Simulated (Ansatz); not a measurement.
Take ZnO in the wurtzite structure (space group P6_3mc, No. 186; a = 3.279 Å, c = 5.294 Å) as the base. Axes: x lies along a and z along c of the hexagonal cell.

All numbers come from plane-wave PAW DFT at the PBE level (Ansatz, a program for electronic structure, 420 eV), spin-orbit coupling left out.

Base values:

```
Property                             Result
---------------------  --------------------
Band gap                            0.74 eV
Pressure                           0.00 GPa
Valence-band top at Γ  0.00, 0.00, -0.08 eV
```

Modification: biaxial strain −1.20 %, plane normal [001], relaxed out of plane (Cartesian); in-plane vectors clamped, the third vector and the atoms free.

Question: How does this affect the band gap, ratio −ε⊥/ε∥, pressure and valence-band top at Γ?

Answer: The band gap drops by 0.01 eV, from 0.74 eV to 0.73 eV; the ratio −ε⊥/ε∥ comes out as 0.91; the pressure (mean of the normal stresses, compression positive) goes from zero to 1.72 GPa; the valence-band top at Γ (three highest levels, from the VBM) changes from 0.00, 0.00, -0.08 eV to 0.00, 0.00, -0.11 eV.

Whether these cells are dynamically stable was not tested.
